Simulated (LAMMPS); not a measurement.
Simulation of Al (fcc) with 10 % of Al sites Cu, 4000 atoms, at 300 K and 0 GPa, heated as the crystal.

All values are model results, not measurements: classical MD, pair style eam/alloy, file AlCu.eam.alloy; code LAMMPS.

```
Item                                                                               Result
---------------------------------------  ------------------------------------------------
state found                                           crystal; no diffusion seen in 30 ps
density                                                             3.1086 ± 0.0001 g/cm³
volume per atom                                                       16.3660 ± 0.0005 Å³
enthalpy per atom                                                     -3.3208 ± 0.0001 eV
first peak of g(r), Al-Cu                                              2.79 Å, height 5.9
coordination number of Al by Cu                                  1.21 (counted to 3.42 Å)
coordination number of Cu by Al                                  10.9 (counted to 3.42 Å)
first peak of g(r), Al-Al                                              2.83 Å, height 5.9
coordination number of Al by Al                                  10.8 (counted to 3.46 Å)
first peak of g(r), Cu-Cu                                              2.72 Å, height 5.3
coordination number of Cu by Cu                                  1.14 (counted to 3.42 Å)
most common Al-Al-Cu angle               in the 3° bin centred on 58.5° (mean of all 97°)
most common Al-Al-Al angle               in the 3° bin centred on 58.5° (mean of all 97°)
most common Al-Cu-Al angle               in the 3° bin centred on 58.5° (mean of all 97°)
mean frequency of the velocity spectrum                                           5.3 THz
cost                                                          very roughly 9 core-minutes
```

Potential: file AlCu.eam.alloy of the LAMMPS distribution; its header cites Cai and Ye, Phys Rev B, 54, 8398-8410 (1996).

Caution: the random arrangement on this lattice is imposed, and need not be a phase that exists in equilibrium.

States go by the mean squared displacement: a species diffuses where it passes 1.5 Å², still rises and gives D over 1e-6 cm²/s; a crystal has left its structure where atoms lie 0.35 Å off their sites on average or a cubic box changes its shape by 3 %.

The ± values are statistical; the model's systematic error is not in them.

| angle (°) | probability per degree, Al-Al-Cu | probability per degree, Al-Al-Al | probability per degree, Al-Cu-Al |
|---|---|---|---|
| 46.50 | 0.0000 | 0.0000 | 0.0000 |
| 49.50 | 0.0005 | 0.0003 | 0.0003 |
| 52.50 | 0.0049 | 0.0041 | 0.0038 |
| 55.50 | 0.0203 | 0.0197 | 0.0196 |
| 58.50 | 0.0379 | 0.0385 | 0.0388 |
| 61.50 | 0.0342 | 0.0352 | 0.0354 |
| 64.50 | 0.0173 | 0.0171 | 0.0173 |
| 67.50 | 0.0057 | 0.0050 | 0.0048 |
| 70.50 | 0.0012 | 0.0010 | 0.0011 |
| 73.50 | 0.0003 | 0.0001 | 0.0001 |
| 76.50 | 0.0001 | 0.0002 | 0.0002 |
| 79.50 | 0.0009 | 0.0011 | 0.0013 |
| 82.50 | 0.0034 | 0.0046 | 0.0048 |
| 85.50 | 0.0089 | 0.0106 | 0.0104 |
| 88.50 | 0.0151 | 0.0155 | 0.0148 |
| 91.50 | 0.0157 | 0.0142 | 0.0144 |
| 94.50 | 0.0109 | 0.0090 | 0.0089 |
| 97.50 | 0.0051 | 0.0039 | 0.0042 |
| 100.5 | 0.0015 | 0.0011 | 0.0011 |
| 103.5 | 0.0004 | 0.0003 | 0.0004 |
| 106.5 | 0.0006 | 0.0006 | 0.0007 |
| 109.5 | 0.0025 | 0.0031 | 0.0032 |
| 112.5 | 0.0082 | 0.0101 | 0.0104 |
| 115.5 | 0.0179 | 0.0210 | 0.0207 |
| 118.5 | 0.0280 | 0.0293 | 0.0287 |
| 121.5 | 0.0283 | 0.0278 | 0.0277 |
| 124.5 | 0.0193 | 0.0179 | 0.0181 |
| 127.5 | 0.0096 | 0.0082 | 0.0081 |
| 130.5 | 0.0031 | 0.0026 | 0.0027 |
| 133.5 | 0.0007 | 0.0006 | 0.0007 |
| 136.5 | 0.0003 | 0.0001 | 0.0001 |
| 139.5 | 0.0000 | 0.0001 | 0.0000 |
| 142.5 | 0.0000 | 0.0000 | 0.0000 |
| 145.5 | 0.0000 | 0.0000 | 0.0000 |
| 148.5 | 0.0000 | 0.0000 | 0.0000 |
| 151.5 | 0.0000 | 0.0000 | 0.0000 |
| 154.5 | 0.0000 | 0.0000 | 0.0000 |
| 157.5 | 0.0000 | 0.0000 | 0.0000 |
| 160.5 | 0.0001 | 0.0001 | 0.0001 |
| 163.5 | 0.0004 | 0.0004 | 0.0005 |
| 166.5 | 0.0014 | 0.0016 | 0.0016 |
| 169.5 | 0.0046 | 0.0047 | 0.0050 |
| 172.5 | 0.0086 | 0.0089 | 0.0089 |
| 175.5 | 0.0103 | 0.0099 | 0.0098 |
| 178.5 | 0.0050 | 0.0047 | 0.0046 |

```
r (Å)  g(r), Al-Cu  g(r), Al-Al  g(r), Cu-Cu
-----  -----------  -----------  -----------
2.300        0.000        0.000        0.000
2.340        0.002        0.000        0.000
2.380        0.005        0.000        0.038
2.420        0.023        0.001        0.074
2.460        0.081        0.011        0.430
2.500        0.316        0.042        0.660
2.540        0.732        0.174         1.48
2.580         1.37        0.469         2.64
2.620         2.41         1.06         3.57
2.660         3.62         2.01         4.86
2.700         4.75         3.20         5.32
2.740         5.56         4.44         4.53
2.780         5.93         5.39         4.82
2.820         5.74         5.92         4.22
2.860         5.14         5.77         3.93
2.900         4.12         5.21         3.17
2.940         3.24         4.32         2.54
2.980         2.43         3.34         1.74
3.020         1.63         2.43         1.36
3.060         1.07         1.62        0.846
3.100        0.655         1.01        0.689
3.140        0.407        0.620        0.473
3.180        0.205        0.365        0.215
3.220        0.125        0.188        0.188
3.260        0.073        0.104        0.133
3.300        0.031        0.048        0.030
3.340        0.012        0.024        0.019
3.380        0.011        0.013        0.009
3.420        0.009        0.010        0.000
3.460        0.013        0.008        0.018
3.500        0.011        0.012        0.018
3.540        0.027        0.024        0.000
3.580        0.046        0.040        0.034
3.620        0.091        0.069        0.075
3.660        0.136        0.114        0.073
3.700        0.203        0.179        0.214
3.740        0.295        0.274        0.303
3.780        0.435        0.393        0.334
3.820        0.584        0.540        0.483
3.860        0.744        0.697        0.750
3.900        0.870        0.853        0.963
3.940         1.06        0.998         1.07
3.980         1.11         1.09         1.27
4.020         1.13         1.14         1.11
4.060         1.12         1.13         1.26
4.100         1.02         1.04         1.08
4.140        0.809        0.898        0.950
4.180        0.700        0.755        0.857
4.220        0.542        0.589        0.622
4.260        0.396        0.431        0.490
4.300        0.275        0.307        0.299
4.340        0.169        0.204        0.236
4.380        0.112        0.131        0.130
4.420        0.089        0.088        0.133
4.460        0.101        0.077        0.087
4.500        0.125        0.100        0.155
4.540        0.213        0.162        0.269
4.580        0.355        0.274        0.429
4.620        0.603        0.440        0.707
4.660        0.917        0.710        0.915
4.700         1.27         1.07         1.44
4.740         1.77         1.52         1.94
4.780         2.25         2.00         2.40
4.820         2.71         2.51         3.08
4.860         3.01         2.88         3.35
4.900         3.19         3.16         3.31
4.940         3.20         3.23         3.19
4.980         2.94         3.10         3.16
5.020         2.54         2.77         2.42
5.060         2.13         2.35         2.03
5.100         1.61         1.86         1.63
5.140         1.19         1.38         1.14
5.180        0.806        0.972        0.829
5.220        0.541        0.659        0.625
5.260        0.378        0.430        0.310
5.300        0.264        0.282        0.278
5.340        0.241        0.221        0.289
5.380        0.270        0.227        0.379
5.420        0.346        0.289        0.562
5.460        0.497        0.411        0.644
5.500        0.650        0.576        0.786
5.540        0.845        0.753        0.962
5.580        0.986        0.932         1.20
5.620         1.12         1.09         1.32
5.660         1.18         1.18         1.22
5.700         1.16         1.20         1.23
5.740         1.07         1.16         1.20
5.780        0.960         1.04        0.991
5.820        0.778        0.898        0.820
5.860        0.654        0.736        0.686
5.900        0.516        0.587        0.558
5.940        0.425        0.465        0.400
5.980        0.369        0.397        0.322
6.020        0.395        0.403        0.374
6.060        0.454        0.467        0.461
6.100        0.593        0.580        0.569
6.140        0.789        0.770        0.820
6.180         1.01        0.995        0.986
6.220         1.27         1.23         1.28
6.260         1.51         1.44         1.37
6.300         1.65         1.66         1.60
6.340         1.77         1.75         1.68
6.380         1.77         1.77         1.76
```
